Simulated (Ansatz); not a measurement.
The reference is CaO in the rock salt structure (space group Fm-3m, No. 225).

```
CaO
1.0
    0.00000     2.38348     2.38348
    2.38348     0.00000     2.38348
    2.38348     2.38348     0.00000
Ca O
1 1
Direct
  0.00000   0.00000   0.00000
  0.50000   0.50000   0.50000
```

Cartesian axes are those of the cell as printed.

Calculations: Kohn–Sham DFT with the PBEsol functional, run in Ansatz (a first-principles code) with PAW and 420 eV plane waves, spin-orbit coupling left out.

Perturbation: the cell is scaled by 0.9724 in all directions, atoms relaxed at fixed cell.

Q: Predict the stress tensor and what it implies for the stiffness.

A: Stress of the strained cell less that of the base (GPa, compression positive):
```
  11.66    0.00    0.00
   0.00   11.66    0.00
   0.00    0.00   11.66
```

Then B = −ΔP/(ΔV/V₀) with ΔV/V₀ = -0.0805 gives secant stiffness values (nonlinear terms included at this strain): B ≈ 145 GPa.

As a check, the harmonic strain energy −½ V₀ Δσ:ε is 41 meV/atom; the computed energy rise is 37 meV/atom.

Stability against distortions was not tested. The base started in Cmce and relaxed to Fm-3m at this level.
